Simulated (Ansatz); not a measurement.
ZrMo (model structure, Fm-3m, No. 225, 2 atoms in the cell), treated with LDA in Ansatz (plane waves, PAW).

Run with plane-wave cutoff 520 eV, 18×18×18 k mesh, Fermi–Dirac smearing 0.05 eV, no spin polarisation, scalar-relativistic PAW data made under PBE.

Cell (relaxed at this level):

```xyz
2
Lattice="0.0000 2.6874 2.6874 2.6874 0.0000 2.6874 2.6874 2.6874 0.0000" Properties=species:S:1:pos:R:3 pbc="T T T"
Mo     0.0000     0.0000     0.0000
Zr     2.6874     2.6874     2.6874
```

**Question.** Predict the bulk modulus.

**Answer.** 
bulk modulus: 133 GPa

Note: the run has no spin polarisation, so it can have missed a magnetic state; the bulk modulus is −V dP/dV from two relaxed cells at ±2 % in volume; the relaxation could raise the start's symmetry but not lower it, so the cell can be a saddle point.

Computed values are for the static lattice.

A model structure was made by putting elements into a prototype or built by hand; it is no filed structure, need not be a known phase, and can be a saddle point held by its symmetry.

Ansatz is a quantum-chemistry and plane-wave program.
